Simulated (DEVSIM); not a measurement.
System: Schottky contact on n-type β-Ga2O3, at 250 K.

Layer 1 from the left is β-Ga2O3, thickness (μm) 19.0, Nd (cm⁻³) 9.8e15, τn (s) 8.3e-10, τp (s) 8.3e-10. Layer 2 from the left is β-Ga2O3, thickness (μm) 15.0, Nd (cm⁻³) 5.7e17, τn (s) 8.3e-10, τp (s) 8.3e-10.

Left contact: Schottky, work function 5.52 eV, emission velocity 8.2e6 cm/s. Right contact: ohmic. Voltage is applied to the left contact. Recombination: SRH at mid-gap, radiative, Auger. Mobility is μmin + (μ − μmin)/(1 + (N/Nref)^α).

The device is made up for the run: typed textbook-type constants, with dimensions and the other settings drawn at random. Values at 300 K; Nc and Nv go as T^1.5, mobilities as T to minus their exponent, the gap by Varshni's rule with the affinity fixed.

β-Ga2O3: gap (eV) 4.8, affinity (eV) 4, permittivity 10, Nc (cm⁻³) 3.7e18, Nv (cm⁻³) 5e20, μn (cm²/Vs) 160, μp (cm²/Vs) 1, μn,min 20, μp,min 0.1, Nref,n 1e18, Nref,p 1e18, αn 0.8, αp 0.8, T exponent of μn 1.8, T exponent of μp 1.5, B (cm³/s) 1e-12, Cn (cm⁶/s) 1e-31, Cp (cm⁶/s) 1e-31, Varshni α (eV/K) 0.0004, Varshni β (K) 600.

Simulated with DEVSIM: 1D drift-diffusion, Boltzmann statistics, complete ionisation; no tunnelling, impact ionisation, image-force lowering or self-heating. Metal contacts follow the ideal Schottky-Mott rule: no Fermi-level pinning, no interface dipoles.

Dark forward current:

```
|V| (V)  |J| (A/cm²)
-------  -----------
0.60       6.076e-13
0.65       6.099e-12
0.70       6.113e-11
0.75       6.117e-10
0.80        6.109e-9
0.85        6.086e-8
0.90        6.045e-7
0.95        5.982e-6
1.00        5.891e-5
1.05       0.0005763
1.10        0.005579
1.15         0.05269
1.20          0.4459
1.25           2.447
1.30           6.988
1.35           13.18
1.40           20.22
1.45           27.71
1.50           35.48
1.55           43.43
1.60           51.52
1.65           59.71
1.70           67.97
1.75           76.29
1.80           84.66
1.85           93.07
```

Q: Work out the local ideality factor n = ΔV / (kT/q · ln(J2/J1)) between the rows 0.60 and 0.65 V, 1.80 and 1.85 V.

A: kT/q = 21.54 mV. From 0.60 to 0.65 V: ln(6.099e-12/6.076e-13) = 2.306, n = 1.01, near the 1 of diffusion or emission over a barrier. From 1.80 to 1.85 V: ln(93.07/84.66) = 0.095, n = 24.51; the layers' resistance at their doping, Σ W/(qμN) = 0.0057 Ω cm², would take 48 mV of this step of 50 mV.

Q: Estimate the current at 0.85 V for emission alone, J0 = q v N_band exp(−φB/kT), and read the barrier back from the simulated current.

A: φB = 1.520 eV, N_band = 2.81e18 cm⁻³, J0 = 8.34e-25 A/cm²; J = J0 (exp(qV/kT) − 1) = 1.15e-7 A/cm². The simulation gives 6.09e-8 A/cm²; the estimate lies 88 % above. Read backwards, the simulated current gives an apparent barrier of 1.534 eV. The estimate leaves out transport through the depletion region and minority injection.
